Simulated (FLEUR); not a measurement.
## Tetragonal strain at fixed volume: fcc Pt (space group 225) (FLEUR, LDA)

```
CELL_PARAMETERS angstrom
      0.00000     1.89978     2.04969
      1.89978     0.00000     2.04969
      1.89978     1.89978     0.00000
ATOMIC_POSITIONS crystal
  Pt 0.00000 0.00000 0.00000
```

Method of the run: LDA (Vosko-Wilk-Nusair), all-electron FLAPW (FLEUR), scalar-relativistic valence run with FLEUR. Settings: Kmax = 4.9 1/bohr; GmaxXC = 17.2 1/bohr; xcFunctional = vwn; jspins = 1; l_soc = F; mode = hist; fermiSmearingEnergy = 0.00183747 Htr; mesh (inpgen div1-3) = 38 38 38; inpgen gamma flag = true; Gmax = 17.2 1/bohr; numbands = 0; maxIterBroyd = 40; imix = Anderson; alpha = 0.05; precondParam = 0; minDistance = 1e-05 me/bohr^3. The cell above is the first row's. The rows deform the cubic crystal at fixed volume: two cube axes by 1 + δ, the third by (1 + δ)⁻². E is the free energy at the stated smearing above the cubic cell, and y = E/δ². In all rows the k mesh is held.

```
δ (%)  y (meV/atom per %²)
-----  -------------------
-2.5                 3.703
-2.0                 3.592
-1.5                 3.467
-1.0                 3.336
1.0                  2.805
2.5                      ?
```

Question: Using a straight line, estimate the missing y at δ = 2.5 from the other rows, showing the fit.

Answer: Means: δ -1.2000, y 3.3806. About the means, the sum of products is -1.8894 and the sum of squares of δ is 7.3000; the slope is their ratio. Least squares gives y = 3.0700 - 0.25882·δ. Residuals (row less fit): -0.0141, 0.0044, 0.0088, 0.0072, -0.0062; standard error 0.0113 (degrees of freedom: 3). To second order E = 3(C11 - C12)·V·δ², so the intercept gives, with V = 14.795 Å^3/atom and δ in per cent, C11 - C12 = 3.0700 × 10⁴ × 0.160218 / (3 × 14.795) = 111 GPa. The slope measures the third-order term; a fourth-order term enters the intercept as a small bias. At the withheld row, y = 3.0700 - 0.25882 × 2.5 = 2.4229 meV/atom per %². The calculation gives 2.424 meV/atom per %², 0.0011 meV/atom per %² above the prediction (0.1 % of the range of y in the table). The row lies outside the fitted rows, so this is an extrapolation. From the scatter of the fitted rows alone, a prediction at this place has a standard error of 0.0198 meV/atom per %², so the miss is 0.1 times that.

Carrying the step between the two nearest rows on in a straight line would have given 2.407, off by 0.017; series whose last step already gives the withheld value aren't shown. The reference cell has the volume at which an earlier scan in this program and functional put its minimum by a fit (its basis settings may differ). Spin polarisation is off. Values depend on the basis (sphere radii, cutoffs, local orbitals), which need not be converged. Spin-orbit coupling is off. In metals such curves are sensitive to mesh and smearing. 2 of the planned runs didn't end soundly and are left out. Cutoffs and mesh are single choices, not tested for convergence of this quantity. Series with a scatter that would blur these digits, or in which a gap closes, are not shown. Strain series were run only where this level's volume lies within 10 % of a first guess from the measured size.
